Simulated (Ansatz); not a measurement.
Base system: ZrIr$_{2}$ in the cubic Laves (MgCu2 type) structure (space group Fd-3m, No. 227; a = 7.3465 Å).

All numbers come from PBEsol (Ansatz, a quantum-chemistry and plane-wave program), spin-orbit coupling left out.

Before the change:

```
Item                  Result
-------------------  -------
Lattice parameter a  7.346 Å
```

Perturbation: full substitution Ir → Re; the structure is relaxed again.

Tabulated Pauling electronegativity and covalent radius: Ir 2.20, 1.41 Å; Re 1.90, 1.51 Å.

Problem. How does this affect the lattice parameter a?

Solution. The lattice parameter a increases by 0.082 Å, from 7.346 Å to 7.428 Å.

No phonon test of stability was made. As relaxed here, ZrRe2 is a hypothetical phase, not in the database extracts checked. The final runs are not spin-polarised.
